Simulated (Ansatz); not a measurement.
Candidates (primitive cells; geometry: cell and atoms relaxed with PBE):
A. monolayer Sb, a = b = 4.1217 Å, c = 17.4065 Å, α = β = 90.00°, γ = 120.00°
B. monolayer SnSe$_{2}$, a = 3.8681 Å, b = 3.8681 Å, c = 19.0997 Å, α = 90.00°, β = 90.00°, γ = 120.00°
C. monolayer As, a = b = 3.605 Å, c = 17.273 Å, α = β = 90.00°, γ = 120.00°
D. monolayer ZrS2, a = 3.6855 Å, b = 3.6855 Å, c = 18.9473 Å, α = 90.00°, β = 90.00°, γ = 120.00°
E. monolayer PtS2, a = b = 3.575 Å, c = 18.793 Å, α = β = 90.00°, γ = 120.00°

Task: Order them by hole conductivity mass (lowest first) at the level PBE with spin-orbit coupling, rigid bands in Ansatz (an electronic-structure program).

Result: A (0.129 mₑ), C (0.183 mₑ), D (0.33 mₑ), B (0.55 mₑ), E (2.0 mₑ)

Masses are for dilute carriers at 300 K, harmonic means over directions unless an axis is named.

Model free-standing layer, not matched to a measured one here: monolayer PtS2, monolayer SnSe2, monolayer ZrS2.
